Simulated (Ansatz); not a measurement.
MoGe₂ (model structure, started from the AlB2 type, P6/mmm, No. 191, 3 atoms in the cell), treated with PBEsol (PAW; Ansatz, a program for electronic structure).

Run with plane-wave cutoff 520 eV, 18×18×12 k mesh (along the axes of the cell as run), Fermi–Dirac smearing 0.05 eV, no spin polarisation, scalar-relativistic PAW data made under PBE.

Cell (relaxed at this level):

Space group P6/mmm (No. 191); a = b = 4.560 Å, c = 2.620 Å, α = β = 90.00°, γ = 120.00°

| atom | site | symmetry | x | y | z |
|---|---|---|---|---|---|
| Mo | 1a | 6/mmm | 0.0000 | 0.0000 | 0.0000 |
| Ge | 2d | -6m2 | 0.3333 | 0.6667 | 0.5000 |

Task: Give the computed bulk modulus B0.

Result: 
* **bulk modulus B0**: 137 GPa

Note: the run has no spin polarisation, so it can have missed a magnetic state; the bulk modulus is −V dP/dV from two relaxed cells at ±2 % in volume; the relaxation could raise the start's symmetry but not lower it, so the cell can be a saddle point.

Cost on a shared machine: very roughly 12 core-minutes.

A model structure was made by putting elements into a prototype or built by hand; it is no filed structure, need not be a known phase, and can be a saddle point held by its symmetry.
